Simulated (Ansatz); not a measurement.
This Ansatz (a quantum-chemistry and plane-wave program) input is the reference run, KBr in the rock salt structure (space group Fm-3m, No. 225), computed with PBE (Ansatz, PAW, no spin-orbit coupling):

Ansatz 0.2 input:
```yaml
crystal:
  lattice:
    - [0, 3.3527348296, 3.3527348296]
    - [3.3527348296, 0, 3.3527348296]
    - [3.3527348296, 3.3527348296, 0]
  atoms:
    - { symbol: K, position: [0, 0, 0] }
    - { symbol: Br, position: [0.5, 0.5, 0.5] }
basis: { ecutwfc: 420, ecutrho_ratio: 4, xc_grid: 2, fft_grid_basis: typed }
kpoints: { mp_grid: { grid: [9, 9, 9] } }
hamiltonian:
  xc: pbe
  dispersion: none
  pseudopotentials: { kind: paw }
scf: { occupations: { method: fermi_dirac, width: 0.05 }, convergence: { dr2_threshold: 0.0000000002 } }
output: { forces: true, stress: true }
checkpoint: { write: state.ck, write_every: 1000 }
```

Write the input for this change: every lattice vector is shortened by 2.00 %; the atoms relax in the strained cell.


Ansatz 0.2 input:
```yaml
crystal:
  lattice:
    - [0, 3.285680133, 3.285680133]
    - [3.285680133, 0, 3.285680133]
    - [3.285680133, 3.285680133, 0]
  atoms:
    - { symbol: K, position: [0, 0, 0] }
    - { symbol: Br, position: [0.5, 0.5, 0.5] }
basis: { ecutwfc: 420, ecutrho_ratio: 4, xc_grid: 2, fft_grid_basis: typed }
kpoints: { mp_grid: { grid: [9, 9, 9] } }
hamiltonian:
  xc: pbe
  dispersion: none
  pseudopotentials: { kind: paw }
scf: { occupations: { method: fermi_dirac, width: 0.05 }, convergence: { dr2_threshold: 0.0000000002 } }
relax: { f_tol: 0.005, max_steps: 50 }
output: { forces: true, stress: true }
checkpoint: { write: state.ck, write_every: 1000 }
```
This is the input that was run.

Whether these cells are dynamically stable was not tested.
